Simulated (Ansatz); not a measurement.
An Ansatz (a program for electronic structure) run: C with a change (tensor shear ε_xy = +1.01 %); PBEsol (Ansatz, PAW, without spin-orbit coupling), earlier PAW set.

Input:

Ansatz 0.2 input:
```yaml
crystal:
  lattice:
    - [0.0179459862, 1.7768303211, 1.7768303211]
    - [1.7768303211, 0.0179459862, 1.7768303211]
    - [1.7947763073, 1.7947763073, 0]
  atoms:
    - { symbol: C, position: [0.5, 0.5, 0.5] }
    - { symbol: C, position: [0.75, 0.75, 0.75] }
basis: { ecutwfc: 420, ecutrho_ratio: 4, xc_grid: 2, fft_grid_basis: typed }
kpoints: { mp_grid: { grid: [16, 16, 16] } }
hamiltonian:
  xc: pbesol
  dispersion: none
  pseudopotentials: { azcp: { folder: ./paw }, kind: paw }
scf: { occupations: { method: fermi_dirac, width: 0.05 }, convergence: { dr2_threshold: 0.0000000002 } }
relax: { f_tol: 0.005, max_steps: 50 }
output: { forces: true, stress: true }
checkpoint: { write: state.ck, write_every: 1000 }
```

Output (explanatory and most iteration lines left out):

```
Relaxation: its limit of steps is 50 (relax.max_steps)
Pseudopotential: C, paw, valence charge 4
Crystal: 2 atoms, lattice volume = 11.218 Å³
Basis set: ecut = 420 eV, 221 PW (Γ), exchange–correlation on 36×36×36 points (8 copies of the dense FFT grid, shifted against one another)
Bands: 8, of which v1, the nominal top of the filled ones, is band 4 counted from 1 (3 counted from 0)
Symmetry: 8 space group operations
Space group: Imma (ITA 74), of the structure as read, at distance tolerance 2.2e-5 Å
k-points: 621 of 4096
Functional: x = pbesol(κ = 0.804, μ = 0.12345679012345678), c = pbesol(β = 0.046)
SCF iter   1: F=—  HF=-493.912881 eV  |F-HF|=—  |Δ(HF+E_count)|=         —  Δρ=1.39e-1  dr2=1.50e0  ethr=3.10e-3  ⟨swp⟩=4.5  Hψ=31753  notcnv=0
SCF iter   2: F=—  HF=-493.412054 eV  |F-HF|=—  |Δ(HF+E_count)|=   5.01e-1  Δρ=5.91e-2  dr2=2.59e-1  ethr=3.10e-3  ⟨swp⟩=3.0  Hψ=14432  notcnv=0
SCF 1 converged in 7 iterations: F = -493.329286 eV  dr2 = 7.58e-13
relax step   1: F+E_penalty+E_count = -493.32928607 eV  Δ(F+E_penalty+E_count) = +0.000e0 eV  max|allowed force component| = 7.656e-2 eV/Å  Δτ_max = 0.0000 Å  (7 SCF iters, accepted)
Crystal: 2 atoms, lattice volume = 11.218 Å³
SCF iter   1: F=—  HF=-493.329345 eV  |F-HF|=—  |Δ(HF+E_count)|=         —  Δρ=1.85e-4  dr2=1.94e-6  ethr=2.36e-8  ⟨swp⟩=1.0  Hψ=24864  notcnv=0
SCF iter   2: F=—  HF=-493.329344 eV  |F-HF|=—  |Δ(HF+E_count)|=   6.05e-7  Δρ=7.44e-5  dr2=2.63e-7  ethr=2.36e-8  ⟨swp⟩=1.7  Hψ=6375  notcnv=0
SCF 2 converged in 8 iterations: F = -493.329344 eV  dr2 = 9.96e-19
relax step   2: F+E_penalty+E_count = -493.32934418 eV  Δ(F+E_penalty+E_count) = -5.811e-5 eV  max|allowed force component| = 3.855e-2 eV/Å  Δτ_max = 0.0005 Å  (8 SCF iters, accepted)
Crystal: 2 atoms, lattice volume = 11.218 Å³
SCF iter   1: F=—  HF=-493.329365 eV  |F-HF|=—  |Δ(HF+E_count)|=         —  Δρ=1.87e-4  dr2=2.00e-6  ethr=2.49e-7  ⟨swp⟩=2.6  Hψ=17396  notcnv=0
SCF iter   2: F=—  HF=-493.329364 eV  |F-HF|=—  |Δ(HF+E_count)|=   8.99e-7  Δρ=7.54e-5  dr2=2.70e-7  ethr=2.50e-8  ⟨swp⟩=1.0  Hψ=9936  notcnv=0
SCF 3 converged in 8 iterations: F = -493.329364 eV  dr2 = 4.18e-19
relax step   3: F+E_penalty+E_count = -493.32936391 eV  Δ(F+E_penalty+E_count) = -1.974e-5 eV  max|allowed force component| = 6.694e-7 eV/Å  Δτ_max = 0.0005 Å  (8 SCF iters, accepted)
SCF converged after 8 iterations
Free energy (F): -493.329364 eV
Internal energy: -493.329364 eV  (E = F + TS)
E sigma→0 (E₀):  -493.329364 eV
Fermi energy:    15.514462 eV
--- Forces (eV/Å), atoms counted from 1 ---
  atom   1  C     -0.00000000    -0.00000000    -0.00000067
  atom   2  C      0.00000000     0.00000000     0.00000067
--- Stress (GPa, compression-positive) ---
        0.276695     -11.581946       0.000000
      -11.581946       0.276695      -0.000000
        0.000000      -0.000000       0.025958
  P = ⅓ Tr σ = 0.1931 GPa (1.931 kbar)
--- Relaxed structure (3 steps of the walk, 3 accepted, 0 SCFs on fresh bases) ---
  atoms:
    - { symbol: C, position: [0.500286124019164, 0.500286124019164, 0.49971387598083605] }
    - { symbol: C, position: [0.749713875980836, 0.749713875980836, 0.750286124019164] }
```

The cells carry an imposed strain or load. Stability against distortions was not tested. The cell was made from C in the diamond structure (space group Fd-3m, No. 227) by this change: tensor shear ε_xy = +1.01 %.
